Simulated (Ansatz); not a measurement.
Consider Hf in the hcp (Mg type) structure (space group P6_3/mmc, No. 194; a = 3.159 Å, c = 5.000 Å).

Method: Kohn–Sham DFT with the PBEsol functional, run in Ansatz (an electronic-structure program) with PAW and 420 eV plane waves, no spin-orbit coupling.

Base values:

- c/a ratio: 1.583
- Band gap: zero
- Volume per atom: 21.61 Å³

It is then changed as follows: W takes the place of Hf on all its sites; the structure is relaxed again.

### Question
How does this affect the c/a ratio?

### Answer
The c/a ratio increases by 0.196 to 1.779.

### Question
What happens to the band gap?

### Answer
The band gap stays zero.

### Question
Predict the new volume per atom.

### Answer
The volume per atom drops by 5.56 Å³ (21.61 Å³ → 16.05 Å³).

Whether these cells are dynamically stable was not tested. For W in this form, whether it has been made was not checked. All final runs are without spin polarisation. This is not the structure that W has at room temperature and ambient pressure.
